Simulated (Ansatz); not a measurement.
**Ga_O in metastable alpha Ga2O3**

Computed with PBE, PAW (plane waves to 420 eV; Ansatz, a program for electronic structure). Cell: 120 sites, 2×2×1; final energies on a 2×2×2 Γ-centred mesh. Site at the start: the O site. Energies of charged states are corrected for periodic images (point charge plus alignment at distant sites). Dielectric constants: PBE linear response of the host. Host gap at this level: 2.40 eV. Finite-size and sampling errors can reach tenths of an eV here. PBE underestimates the host's gap, which shifts levels and can delocalise carriers. Spin–orbit coupling is left out. Each state is the lowest found from its start.

Formation energies E_f are given with the Fermi level at the valence-band maximum. Chemical conditions: Ga-rich (Δμ(Ga) = 0.00 eV, Δμ(O) = -2.99 eV; only phases computed here count, gases as isolated molecules at 0 K); O-rich (Δμ(Ga) = -4.48 eV, Δμ(O) = 0.00 eV; only phases computed here count, gases as isolated molecules at 0 K). Reference phases: Ga: alpha gallium, O: O2 molecule in a box.

In at least one state atoms left their starting sites on relaxation (a large move, or an atom on the emptied site), so the name describes the start.

| charge | moment (μB) | point group | largest move off a lattice site (Å) | image correction with alignment (eV) | E_f, Ga-rich (eV) | E_f, O-rich (eV) |
|---|---|---|---|---|---|---|
| +4† | fractional | – | 2.08 | 2.08 | – | – |
| +3 | not spin-polarised | C1 | 1.45 | 1.29 | -2.77 | 4.70 |
| +2* | fractional | – | 1.32 | – | – | – |
| +1* | not spin-polarised | C1 | 1.19 | – | – | – |
| 0* | quenched | – | 1.12 | – | – | – |

* At this level the carrier isn't localised at the defect: at charge +2 electrons occupy the conduction band; at charge +1 electrons occupy the conduction band; at charge 0 electrons occupy the conduction band. Such a state is shallow or no state of the defect, and this cell gives it no level.

† Not settled in this cell, so no level is given: charge +4: fractional moment, carriers not clearly localised.

Point groups are those of the whole cell at tolerances of 0.03 and 0.1 Å ("near" where only the looser one holds); none is given for unsettled states.

Starting moments that weren't kept: charge 0 began with 1 μB and ended with 0.0.

Flagged in the runs: a host whose relaxation on this sampling wasn't shown to rest.
